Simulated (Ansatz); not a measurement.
Consider TiSi2 (space group Fddd, No. 70; a = 4.806 Å, b = 8.265 Å, c = 8.565 Å). Axes: x, y, z lie along a, b, c of the conventional cell.

(Cell as relaxed with PBE.)

Levels (all Ansatz, a first-principles code, PAW): PBE (420 eV, spin-orbit coupling left out); r2SCAN (500 eV, no spin-orbit coupling).

Each level relaxes its own structure.

```tsv
base	PBE	r2SCAN
volume per atom	14.18 Å³	13.96 Å³
band gap	zero	zero
```

Perturbation: biaxial strain −2.91 %, plane normal [001], relaxed out of plane (Cartesian); in-plane vectors clamped, the third vector and the atoms free.

| quantity | PBE | r2SCAN |
|---|---|---|
| energy relative to the base (free energy F) | +27 meV/atom | (withheld) |
| shortest interatomic distance | 2.527 Å | (withheld) |
| pressure (mean of the normal stresses, compression positive) | 7.4 GPa | (withheld) |

Problem. What does r2SCAN give?

Solution. 
- energy relative to the base (free energy F), r2SCAN: +28 meV/atom
- shortest interatomic distance, r2SCAN: 2.512 Å
- pressure (mean of the normal stresses, compression positive), r2SCAN: 7.8 GPa

PBE's energy relative to the base lies 0.7 meV/atom below r2SCAN's; PBE's shortest interatomic distance lies 0.015 Å above r2SCAN's (0.6 %); PBE's pressure lies 0.4 GPa below r2SCAN's. Neither level is exact; r2SCAN is the comparison here, not a measurement.

Without a gap, meshes like the base's 13×13×13 leave anisotropic stresses uncertain by several tenths of a GPa, and small strain energies with them. Stability against distortions was not tested. The final runs are not spin-polarised.
